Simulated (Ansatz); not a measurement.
Consider CuI in the zinc blende structure (space group F-43m, No. 216; a = 5.9393 Å).

Method: PBEsol (Ansatz, a quantum-chemistry and plane-wave program), no spin-orbit coupling.

Strains are applied to the cell and any free atomic positions relax.

One change was made to it. Results:

| quantity | base | after |
|---|---|---|
| band gap | 1.17 eV | 1.01 eV |
| electron mass | 0.14 mₑ (at Γ) | 0.14 mₑ (at Γ) |
| pressure | 0.00 GPa | -2.51 GPa |

Problem. Which of these changes matches the shifts?
(A) isotropic strain +2.50 %
(B) isotropic strain −1.00 %
(C) isotropic strain +2.00 %
(D) isotropic strain +1.50 %
(E) isotropic strain −3.00 %

Solution. C, isotropic strain +2.00 %. For comparison, the pressure in the other runs: isotropic strain +1.50 % gives -1.96 GPa; isotropic strain −1.00 % gives 1.61 GPa; isotropic strain +2.50 % gives -3.01 GPa; isotropic strain −3.00 % gives 5.72 GPa.

With I present, leaving out spin-orbit coupling can change the band edges. Effective masses come from finite differences of ±0.01 Å⁻¹. No phonon test of stability was made. The final runs are not spin-polarised.
